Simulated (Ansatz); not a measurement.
The parent structure is HfO2 (space group P4_2/nmc, No. 137; a = 3.605 Å, c = 5.265 Å).

(Cell as relaxed with PBE.)

Levels (all Ansatz, a first-principles code, PAW, earlier PAW set): PBE (420 eV, no spin-orbit coupling); r2SCAN (500 eV, spin-orbit coupling left out).

Each level relaxes its own structure.

```
quantity                                        PBE                          r2SCAN
-------------------  ------------------------------  ------------------------------
volume per atom                            11.40 Å³                        11.10 Å³
lattice parameter a                         3.605 Å                         3.577 Å
lattice parameter c                         5.265 Å                         5.204 Å
band gap                                    4.67 eV                         5.27 eV
gap character                       indirect, Z → Γ                 indirect, Z → Γ
electron mass        1.0 mₑ along c, 0.88 mₑ across  1.0 mₑ along c, 0.89 mₑ across
```

PBE's volume per atom lies 0.306 Å³ above r2SCAN's (2.8 %); PBE's lattice parameter a lies 0.028 Å above r2SCAN's (0.8 %); PBE's lattice parameter c lies 0.061 Å above r2SCAN's (1.2 %); PBE's band gap lies 0.60 eV below r2SCAN's; the two agree on the gap character. Neither level is exact; r2SCAN is the comparison here, not a measurement.

Spin-orbit coupling, missing from the scalar runs, can matter with Hf. Effective masses come from finite differences of ±0.01 Å⁻¹. No phonon test of stability was made. This is not the structure that HfO2 has at room temperature and ambient pressure.
